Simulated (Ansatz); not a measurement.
**BaTiO3, pressure series**

The parent structure is BaTiO3 in the cubic perovskite structure (space group Pm-3m, No. 221).

BaTiO3 has the cubic space group Pm-3m (No. 221), the cubic perovskite structure, Pearson symbol cP5. Conventional cell: a = b = c = 3.9346 Å, α = β = γ = 90.00°. Ba on 1a is surrounded by 12 O at 2.782 Å (cuboctahedral). Ti on 1b is coordinated by 6 O at 1.967 Å (octahedral). O on 3c is surrounded by 2 Ti at 1.967 Å and 4 Ba at 2.782 Å (octahedral). (Neighbours: up to the widest gap in distance over summed covalent radii, below 1.35, at either atom; cation-cation and far metal-metal contacts left out.)

Cell and atoms are relaxed at each pressure.

Computed with LDA (Ansatz, a quantum-chemistry and plane-wave program), spin-orbit coupling left out.

Problem. Only one of these has a direct gap. Which?
A. pressure 0.3 GPa
B. pressure −2 GPa
C. pressure 1.5 GPa
D. pressure 10 GPa
E. pressure 0.7 GPa

Solution. D, pressure 10 GPa. Computed: pressure 0.7 GPa: indirect, R → Γ; pressure 0.3 GPa: indirect, R → Γ; pressure 1.5 GPa: indirect, R → Γ; pressure −2 GPa: indirect, R → Γ; pressure 10 GPa: direct at Γ

Load acts through the strain it causes; cell and atoms are relaxed under it. No phonon test of stability was made. Competing high-pressure phases were not computed. All final runs are without spin polarisation. Many cubic perovskites are stable only at high temperature; tilts and polar distortions were not tested. This is not the structure that BaTiO3 has at room temperature and ambient pressure.
